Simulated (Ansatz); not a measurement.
ZnSnN2 with two functionals, biaxial strain −0.73 %, plane normal [001], relaxed out of plane

Base system: ZnSnN2 (space group Pna2_1, No. 33; a = 5.906 Å, b = 6.805 Å, c = 5.537 Å). Axes: x, y, z lie along a, b, c of the conventional cell.

(Cell as relaxed with PBE.)

Levels (all Ansatz, an electronic-structure program, PAW): PBE (420 eV, without spin-orbit coupling); PBEsol (420 eV, spin-orbit coupling left out).

Each level relaxes its own structure.

| base | PBE | PBEsol |
|---|---|---|
| volume per atom | 13.91 Å³ | 13.38 Å³ |

One thing is altered: biaxial strain −0.73 %, plane normal [001], relaxed out of plane (Cartesian); in-plane vectors clamped, the third vector and the atoms free.

```tsv
quantity	PBE	PBEsol
pressure (mean of the normal stresses, compression positive)	1.39 GPa	(withheld)
volume per atom	13.76 Å³	(withheld)
```

Question: Predict the PBEsol column.

Answer: 
- pressure (mean of the normal stresses, compression positive), PBEsol: 1.48 GPa
- volume per atom, PBEsol: 13.25 Å³

PBE's pressure lies 0.09 GPa below PBEsol's; PBE's volume per atom lies 0.516 Å³ above PBEsol's (3.9 %). Neither level is exact; PBEsol is the comparison here, not a measurement.

Stability against distortions was not tested.
